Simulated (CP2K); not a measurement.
Worked example: self-consistent single point of BaN2 (C2/c, 6 atoms in the cell) in CP2K.

Level of theory: CP2K with LDA (Pade form), GPW, DZVP-MOLOPT-SR-GTH basis, GTH-PADE potentials (GTH_POTENTIALS).

```
BaN2
1.0
    4.22153     0.00000     0.00000
    1.87298     3.78329     0.00000
   -1.61963    -1.00542     7.06027
Ba N
2 4
Direct
  0.20407   0.79593   0.75000
  0.79593   0.20407   0.25000
  0.44393   0.15001   0.54520
  0.55607   0.84999   0.45480
  0.84999   0.55607   0.95480
  0.15001   0.44393   0.04520
```

Reference input (self-consistent single point, DFT PBEsol, GPW, DZVP-MOLOPT-SR-GTH basis, GTH-PBE potentials (GTH_POTENTIALS)): CUTOFF = 500 Ry; REL_CUTOFF = 50 Ry; SMEAR/METHOD = FERMI_DIRAC; ELECTRONIC_TEMPERATURE = 1160.45 K; KPOINTS/SCHEME = MONKHORST-PACK 6 6 3; GAMMA_CENTERED = T; XC_FUNCTIONAL = PBE:PBESOL; Ba/BASIS_SET = DZVP-MOLOPT-SR-GTH; Ba/POTENTIAL = GTH-PBE-q10; N/BASIS_SET = DZVP-MOLOPT-SR-GTH; N/POTENTIAL = GTH-PBE-q5; METHOD = GPW. This run's input differs from it in these lines:

```diff
@@ -44,6 +44,3 @@
     &XC
-      &XC_FUNCTIONAL
-        &PBE
-          PARAMETRIZATION PBESOL
-        &END PBE
+      &XC_FUNCTIONAL PADE
       &END XC_FUNCTIONAL
@@ -83,3 +80,3 @@
       BASIS_SET DZVP-MOLOPT-SR-GTH
-      POTENTIAL GTH-PBE-q10
+      POTENTIAL GTH-PADE-q10
     &END KIND
@@ -87,3 +84,3 @@
       BASIS_SET DZVP-MOLOPT-SR-GTH
-      POTENTIAL GTH-PBE-q5
+      POTENTIAL GTH-PADE-q5
     &END KIND
```

Log, with long lists cut:

```
 SCF WAVEFUNCTION OPTIMIZATION

  Step     Update method      Time    Convergence         Total energy    Change
     1 NoMix/Diag. 0.30E+00      -     1.74476514       -91.6125378167 -9.16E+01
     2 Broy./Diag. 0.30E+00      -     0.09479127       -88.6019573941  3.01E+00
     3 Broy./Diag. 0.30E+00      -     0.08922071       -90.2629336416 -1.66E+00
     4 Broy./Diag. 0.30E+00      -     0.01321524       -91.0542180506 -7.91E-01
     5 Broy./Diag. 0.30E+00      -     0.00692827       -90.9185151774  1.36E-01
     6 Broy./Diag. 0.30E+00      -     0.00166341       -91.0040099053 -8.55E-02
   [... 5 lines left out ...]
    12 Broy./Diag. 0.30E+00      -     0.00000898       -91.0281405803  7.85E-05
    13 Broy./Diag. 0.30E+00      -     0.00000321       -91.0281016644  3.89E-05
    14 Broy./Diag. 0.30E+00      -     0.00000164       -91.0280931462  8.52E-06
    15 Broy./Diag. 0.30E+00      -     0.00000046       -91.0280921869  9.59E-07
  *** SCF run converged in    15 steps ***

  Overlap energy of the core charge distribution:               0.00000032464391
  Self energy of the core charge distribution:               -202.02970912758784
  Core Hamiltonian energy:                                     48.77077933614851
  Hartree energy:                                              79.55118815667907
  Exchange-correlation energy:                                -17.31658438376490
  Electronic entropic energy:                                  -0.00376649368315
  Fermi energy:                                                 0.28115151823285

  Total energy:                                               -91.02809218693140
  Total energy (extrapolated to T->0):                        -91.02620894008983

   [... lines left out ...]

 STRESS| Analytical stress tensor [bar]
 STRESS|                        x                   y                   z
 STRESS|      x       -3.81611611396E+04  -1.69667597634E+03   2.54020754807E+03
 STRESS|      y       -1.69667597634E+03  -3.64808735502E+04   1.57718429427E+03
 STRESS|      z        2.54020754807E+03   1.57718429427E+03  -3.92936566452E+04
 STRESS| 1/3 Trace                                            -3.79785637784E+04
```

The run converged in 15 iterations. Against the reference run the pressure goes from -0.50 to -3.80 GPa and the largest force goes from 1.182 to 0.525 eV/Å.

The starting cell comes from a database of computed structures (which also holds hypothetical and non-ambient phases and stackings), without a prior relaxation at this level. Values carry the incompleteness of an atom-centred basis. With a pressure of about -4 GPa the cell is away from its equilibrium volume at this level. The run gives no clean gap (levels at the Fermi energy touch, overlap or are partly filled at this smearing), which alone does not show that the compound is a metal.

Cost on one core of a shared machine: roughly 40 s.
